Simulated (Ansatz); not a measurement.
Start from ZrN in the rock salt structure (space group Fm-3m, No. 225; a = 4.552 Å).

The values are results of Kohn–Sham DFT with the PBEsol functional, run in Ansatz (an electronic-structure program) with PAW and 420 eV plane waves, without spin-orbit coupling, not measurements.

Base values:

| Quantity | Result |
|---|---|
| Lattice parameter a | 4.552 Å |

It is then changed as follows: Hf takes the place of Zr on all its sites; the structure is relaxed again.

Tabulated Pauling electronegativity and covalent radius: Zr 1.33, 1.75 Å; Hf 1.30, 1.75 Å.

Question: Predict the new lattice parameter a.

Answer: The lattice parameter a falls by 0.0507 Å, from 4.552 Å to 4.502 Å.

No phonon test of stability was made. All final runs are without spin polarisation. An odd electron count without spin: HfN and ZrN.
